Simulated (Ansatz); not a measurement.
The structure below was relaxed with r2SCAN+rVV10 (Ansatz, a first-principles code; PAW; 500 eV plane waves; no spin-orbit coupling).

```
CELL_PARAMETERS angstrom
     -1.35890     1.35890     4.05881
      1.35890    -1.35890     4.05881
      1.35890     1.35890    -4.05881
ATOMIC_POSITIONS crystal
  Ru 0.85069 0.85069 0.00000
  Ru 0.14931 0.14931 0.00000
```

Q: Find the space group and the Wyckoff positions.

A: Space group I4/mmm (No. 139); a = 2.718 Å, b = 2.718 Å, c = 8.118 Å, α = 90.00°, β = 90.00°, γ = 90.00°

| atom | site | symmetry | x | y | z |
|---|---|---|---|---|---|
| Ru | 4e | 4mm | 0.0000 | 0.0000 | 0.1493 |

Q: Describe the coordination.

A: The crystal has 4 atoms in its conventional cell. Conventional cell: a = 2.7178 Å, b = 2.7178 Å, c = 8.1176 Å, α = 90.00°, β = 90.00°, γ = 90.00°. Ru is coordinated by 5 Ru at 2.424–2.523 Å and 4 Ru at 2.718 Å. (Neighbours: up to the widest gap in distance over summed covalent radii, below 1.35, at either atom.)

Whether these cells are dynamically stable was not tested. All final runs are without spin polarisation. The cell was made from P by this change: P → Ru; the result is a hypothetical phase, not in the database extracts checked.
